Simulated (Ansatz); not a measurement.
```xyz
2
Lattice="0.0000 2.4133 2.4133 2.4133 0.0000 2.4133 2.4133 2.4133 0.0000" Properties=species:S:1:pos:R:3 pbc="T T T"
S      3.6200     3.6200     3.6200
Be     0.0000     0.0000     0.0000
```

No spin polarisation.

Method: PBE (Ansatz, a quantum-chemistry and plane-wave program), scalar-relativistic without spin-orbit coupling. Settings: 12×12×12 k-points, 0.05 eV Fermi–Dirac smearing.

**Question.** Estimate the gap character.

**Answer.** Indirect, Γ → X.

**Question.** Estimate the smallest direct gap.

**Answer.** 5.63 eV.

**Question.** Estimate the band gap.

**Answer.** 3.08 eV.

Load acts through the strain it causes; cell and atoms are relaxed under it. Stability against distortions was not tested. The cell was made from BeS in the zinc blende structure (space group F-43m, No. 216) by this change: pressure 3 GPa.
